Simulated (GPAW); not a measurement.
Troubleshooting GPAW: a failed run on LiMg6Zr (Amm2, 8 atoms in the cell). The aim is a self-consistent single point with DFT LDA (Perdew-Wang 92), plane waves, GPAW PAW datasets LDA (gpaw-data 1.0.1).

Cell that was meant: a = 5.0275 Å, b = 6.3823 Å, c = 6.3823 Å, α = 60.84°, β = 90.00°, γ = 90.00°.

Part of the input:

```python
                                [0.500000, 0.834540, 0.834540]],
              pbc=True)

atoms.set_initial_magnetic_moments([0.0, 0.0, 0.0, 0.0, 0.0, 0.0, 0.0])

calc = GPAW(spinpol=True,
            mode=PW(800),
```

Log, with long lists cut:

```
Traceback (most recent call last):
   [... frames left out ...]
ValueError: Array "initial_magmoms" has wrong length: 7 != 8.
```

Question: From the messages shown, name the fault and mend the input.

Answer: The fault is a list of moments of the wrong length. There must be one starting moment an atom. To fix it, complete the list. The program stopped before any SCF iteration.

The sound input it was made from differs as follows (other fixes are possible):
```diff
-atoms.set_initial_magnetic_moments([0.0, 0.0, 0.0, 0.0, 0.0, 0.0, 0.0])
+atoms.set_initial_magnetic_moments([0.0, 0.0, 0.0, 0.0, 0.0, 0.0, 0.0, 1.0])
```

With that input, the run converged in 15 iterations: free energy E − TS (from the program's reference atoms) -20.9099 eV; Fermi level (on the code's own zero) 3.71 eV; pressure -2.55 GPa; largest force (vector length) 0.171 eV/Å; size of the cell's spin moment 0.00 μB (DFT LDA (Perdew-Wang 92), plane waves, GPAW PAW datasets LDA (gpaw-data 1.0.1)).

On the sound input: the starting cell comes from a database of computed structures (which also holds hypothetical and non-ambient phases and stackings), without a prior relaxation at this level. The starting moments vanished: the run ended non-magnetic.
